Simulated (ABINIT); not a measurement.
A self-consistent single point of PbS₂ (I4/mcm, 6 atoms in the cell) with ABINIT.

Method of the run: PBEsol, PAW (JTH v2.0 PBE PAW, files made for PBE) (plane waves; ABINIT).

```xyz
6
Lattice="-3.0688 3.0688 3.7690 3.0688 -3.0688 3.7690 3.0688 3.0688 -3.7690" Properties=species:S:1:pos:R:3 pbc="T T T"
Pb     0.0000     0.0000     5.6536
Pb     0.0000     0.0000     1.8845
S      3.7994     0.7306     0.0000
S     -0.7306     2.3383     3.7690
S      2.3383     0.7306     3.7690
S      0.7306     2.3383     0.0000
```

Reference input (self-consistent single point, DFT, LDA (PW92), plane waves, PAW (JTH v2.0 LDA PAW)): pseudos = [Pb.LDA_PW-JTH.xml, S.LDA_PW-JTH.xml]; ecut = 42 Ry; pawecutdg = 84 Ry; pawxcdev = 0; occopt = 3; tsmear = 0.00183747 Ha; ngkpt = 6 6 6; nshiftk = 1; shiftk = 0 0 0; potentials = JTH v2.0 LDA PAW; nband = 34; kptopt = 1. This run's input differs from it in these lines:

```diff
@@ -1,4 +1,4 @@
-# PbS2, JTH v2.0 LDA PAW
+# PbS2, JTH v2.0 PBE PAW
 pp_dirpath "./"
-pseudos "Pb.LDA_PW-JTH.xml, S.LDA_PW-JTH.xml"
+pseudos "Pb.GGA_PBE-JTH.xml, S.GGA_PBE-JTH.xml"
 acell 5.7481271991 5.7481271991 5.7481271991 Angstrom
@@ -22,2 +22,3 @@
 pawxcdev 0
+ixc -116133
 occopt 3
```

Its files differ too (potentials: JTH v2.0 LDA PAW → JTH v2.0 PBE PAW).

Log, with long lists cut:

```
--- !BeginCycle
solver: {iscf: 17, nstep: 50, nline: 4, wfoptalg: 10, }
tolerances: {tolvrs: 1.00E-10, }
...

     iter   Etot(hartree)      deltaE(h)  residm     nres2
 ETOT  1  -160.20646830364    -1.602E+02 6.536E+00 1.177E+01
 ETOT  2  -163.87968105667    -3.673E+00 3.963E-01 2.177E+01
 ETOT  3  -163.80319336291     7.649E-02 7.580E-02 7.434E+00
 ETOT  4  -163.76115099621     4.204E-02 1.191E-01 1.711E-01
 ETOT  5  -163.76789371800    -6.743E-03 1.757E-02 1.060E-01
   [... 7 lines left out ...]
 ETOT 13  -163.76778555629    -3.155E-11 3.643E-04 5.319E-09
 ETOT 14  -163.76778555634    -4.593E-11 2.010E-04 6.311E-10
 ETOT 15  -163.76778555634    -5.087E-12 4.892E-04 3.305E-10
 ETOT 16  -163.76778555635    -8.384E-12 2.336E-04 1.449E-11
 At SCF step   16       nres2   =  1.45E-11 < tolvrs=  1.00E-10 =>converged.

 Cartesian components of stress tensor (hartree/bohr^3)
  sigma(1 1)=  4.73865498E-05  sigma(3 2)=  0.00000000E+00
  sigma(2 2)=  4.73865498E-05  sigma(3 1)=  0.00000000E+00
  sigma(3 3)=  6.07901265E-05  sigma(2 1)=  0.00000000E+00

 ----iterations are completed or convergence reached----

 reduced coordinates (array xred) for    6 atoms
       0.750000000000      0.750000000000      0.000000000000
       0.250000000000      0.250000000000      0.000000000000
       0.119030000000      0.619030000000      0.738060000000
       0.880970000000      0.380970000000      0.261940000000
       0.619030000000      0.880970000000      0.500000000000
       0.380970000000      0.119030000000      0.500000000000
 cartesian forces (eV/Angstrom) at end:
   [... lines left out ...]
 Fermi (or HOMO) energy (eV) =   6.48162   Average Vxc (eV)=  -9.76408
   [... lines left out ...]
'-kT*entropy'       : -4.18210315275945E-05
total_energy        : -1.63767787040432E+02
total_energy_eV     : -4.45634811705993E+03
...

-Cartesian components of stress tensor (GPa)         [Pressure= -1.5256E+00 GPa]
- sigma(1 1)=  1.39416019E+00  sigma(3 2)=  0.00000000E+00
- sigma(2 2)=  1.39416019E+00  sigma(3 1)=  0.00000000E+00
- sigma(3 3)=  1.78850697E+00  sigma(2 1)=  0.00000000E+00

 Calculation completed.
```

The run converged in 16 iterations. Against the reference run the pressure goes from -3.29 to -1.53 GPa and the largest force goes from 0.218 to 0.236 eV/Å.

The starting cell comes from a database of computed structures (which also holds hypothetical and non-ambient phases and stackings), without a prior relaxation at this level. Its lattice was rescaled by a random factor within 2.5 % of one. The potentials were made for another functional than the one used. The run gives no clean gap (levels at the Fermi energy touch, overlap or are partly filled at this smearing), which alone does not show that the compound is a metal.

Cost on one core of a shared machine: roughly 5 min.
